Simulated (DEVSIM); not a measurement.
Device: Pd/La2O3/n-Ge capacitor, at 250 K.

Layer 1 from the left is La2O3, thickness (nm) 18.0. Layer 2 from the left is Ge, thickness (nm) 1600, Nd (cm⁻³) 1.3e17.

Metal gate on the left, work function 5.2 eV. Fixed charge at the semiconductor interface 3.2e11 cm⁻² (in units of +e); no interface traps.

The device is made up for the run: typed textbook-type constants, with dimensions and the other settings drawn at random. Values at 300 K; Nc and Nv go as T^1.5, mobilities as T to minus their exponent, the gap by Varshni's rule with the affinity fixed.

La2O3: gap (eV) 5.8, affinity (eV) 1.8, permittivity 27. Ge: gap (eV) 0.664, affinity (eV) 4, permittivity 16, Nc (cm⁻³) 1.04e19, Nv (cm⁻³) 6e18, Varshni α (eV/K) 0.000477, Varshni β (K) 235.

### Question
Estimate by hand the flat-band voltage, the threshold voltage, and compare with a numerical solution.

### Answer

- Flat-band voltage: C = 1.33 μF/cm², work-function difference 1.111 V; VFB = φms − qNf/C = 1.07 V; numerical 1.07 V.
- Threshold voltage: φF = 0.259 V, depletion charge √(4εqNφF) = 1.75e-7 C/cm²; VT = VFB − 2φF − Qd/C = 0.42 V; numerical 0.42 V.

Simulated with DEVSIM: 1D Poisson equation in equilibrium, Boltzmann statistics, complete ionisation; no quantum confinement or tunnelling. Metal contacts follow the ideal Schottky-Mott rule: no Fermi-level pinning, no interface dipoles.
